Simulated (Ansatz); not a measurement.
Results of PBEsol (Ansatz, a first-principles code, PAW) for BAs (model structure, started from the h-BN type, P6₃/mmc, No. 194, 4 atoms in the cell).

Settings: plane-wave cutoff 500 eV, 18×18×6 k mesh (along the axes of the cell as run), Fermi–Dirac smearing 0.05 eV, scalar-relativistic PAW data made under PBE.

Cell (relaxed at this level):

AsB has the hexagonal space group P6₃/mmc (No. 194), Pearson symbol hP4. Lattice parameters: a = b = 3.3623 Å, c = 8.7243 Å, α = β = 90.00°, γ = 120.00°. B on 2c is coordinated by 3 As at 1.941 Å (trigonal planar). As on 2d is surrounded by 3 B at 1.941 Å (trigonal planar). (Neighbours: up to the widest gap in distance over summed covalent radii, below 1.35, at either atom.)

Question: What does this level give for the band gap?

Answer: 
band gap: 0.68 eV (on the SCF k mesh)

Note: the relaxation could raise the start's symmetry but not lower it, so the cell can be a saddle point; the cell has widely spaced layers and the level no dispersion term, so their spacing and the moduli can rest on weak binding.

Spin–orbit coupling is not included.

Computed values are for the static lattice.

Computing time: about 2.8 core-minutes (a rough figure).

A model structure was made by putting elements into a prototype or built by hand; it is no filed structure, need not be a known phase, and can be a saddle point held by its symmetry.
